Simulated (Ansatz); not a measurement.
# Hypothetical cubic perovskite KSrCl3, response to strain

Consider KSrCl$_{3}$ in the cubic perovskite structure (space group Pm-3m, No. 221; a = 5.636 Å; a hypothetical phase, not in the database extracts checked). Axes: x, y, z lie along the cube axes.

Strains are applied to the cell and any free atomic positions relax; under biaxial strain the out-of-plane vector relaxes too.

Method: r2SCAN (Ansatz, a quantum-chemistry and plane-wave program; PAW; 500 eV plane waves; no spin-orbit coupling).

Notes on the quantities. pressure: mean of the normal stresses, compression positive.

| change | space group | gap character | electron mass | pressure |
|---|---|---|---|---|
| base | Pm-3m (No. 221) | indirect, R → Γ | 0.49 mₑ (at Γ) | 0.00 GPa |
| biaxial strain −4.80 %, plane normal [110], relaxed out of plane | Cmmm (No. 65) | indirect, T → Γ | 0.45 mₑ out of plane, 0.51 mₑ in plane (at Γ) | 1.57 GPa |
| biaxial strain −1.02 %, plane normal [110], relaxed out of plane | Cmmm (No. 65) | indirect, T → Γ | 0.49 mₑ (at Γ) | 0.27 GPa |
| biaxial strain −2.85 %, plane normal [111], relaxed out of plane | R-3m (No. 166) | indirect, T → Γ | 0.46 mₑ out of plane, 0.50 mₑ in plane (at Γ) | 0.41 GPa |
| biaxial strain +0.69 %, plane normal [111], relaxed out of plane | R-3m (No. 166) | indirect, T → Γ | 0.49 mₑ (at Γ) | -0.10 GPa |
| isotropic strain −1.78 % | Pm-3m (No. 221) | indirect, R → Γ | 0.48 mₑ (at Γ) | 1.38 GPa |

Effective masses come from finite differences of ±0.01 Å⁻¹. Stability against distortions was not tested. Many cubic perovskites are stable only at high temperature; tilts and polar distortions were not tested. k-point labels follow each cell's own Brillouin zone.
